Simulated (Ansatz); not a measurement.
Cells marked so need not be the phases stable at ambient conditions, and some may be hypothetical.

By PBEsol, each system below comes out a metal.

G/A = (e²/h) × open channels of both spins per area, as a mean over 0.1 eV about the Fermi level, without spin-orbit coupling, for the cells as given.

A. LaHg (Pm-3m, CsCl type, not sure to be the ambient phase, 2 atoms a cell, 29.6 Å³ an atom, -2 GPa at this level), current normal to (001)
B. TiRe (Pm-3m, CsCl type, not sure to be the ambient phase, 2 atoms a cell, 15.0 Å³ an atom, -6 GPa at this level), current normal to (110)
C. Pb (Fm-3m, fcc (Cu type), 1 atom a cell, 31.1 Å³ an atom), current normal to (001)

Rank these by ballistic conductance per area (highest first), as PBEsol run with Ansatz (an electronic-structure program) gives it.

B (1.2 × 10¹⁵ S/m²), C (0.95 × 10¹⁵ S/m²), A (0.65 × 10¹⁵ S/m²)
